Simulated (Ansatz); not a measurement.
SnO2: energy against strain

SnO2 (rutile, P4_2/mnm, 12.176 Å³/atom at rest, c along z) under a strain ε along a (axis x), the other axes held. PBEsol in Ansatz, a plane-wave DFT program (PAW, default set), 420 eV, 7×7×10 Γ-centred mesh, Fermi-Dirac smearing 0.05 eV; ions are relaxed within the symmetry of each cell.

Here s stands for strain and y for E less E0.

| strain (%) | E less E0 (meV/atom) |
|---|---|
| -3.00 | ? |
| -1.20 | 1.26 |
| -0.60 | 0.31 |
| 0.00 | 0.00 |
| 0.60 | 0.29 |
| 1.20 | 1.23 |

Fit y of the 5 rows that show it with a parabola. Least squares gives y = -0.008 - 0.0133·s + 0.8690·s². Residuals (row less fit): 0.001, -0.003, 0.008, -0.007, 0.003; standard error 0.008 (degrees of freedom: 2). Twice the quadratic coefficient over the volume, 2 × 0.8690 meV × 10⁴ × 0.1602 / 12.176 Å³, is the elastic constant C11 = 229 ± 1.6 GPa.

What does the fit predict for y at s = -3.00, and how far is the calculated value from it?

y = -0.008 - 0.0133 × (-3.0) + 0.8690 × (-3.0)² = 7.853 meV/atom. The calculation gives 8.07 meV/atom, 0.217 meV/atom above the prediction (2.7 % of the range of y in the table). The row lies outside the fitted rows, so this is an extrapolation. From the scatter of the fitted rows alone, a prediction at this place has a standard error of 0.051 meV/atom, so the miss is 4.3 times that.

One order more, fitted to all 11 runs of the series, follows each within 0.02, so the miss is the next term of a smooth law. Rows are the converged runs of the series near zero and its far end; series whose fitted rows scatter by over a few per cent of the range, as at a crossing or softening among them, aren't shown in this form. Most that stay on the fit to the last digits aren't either.
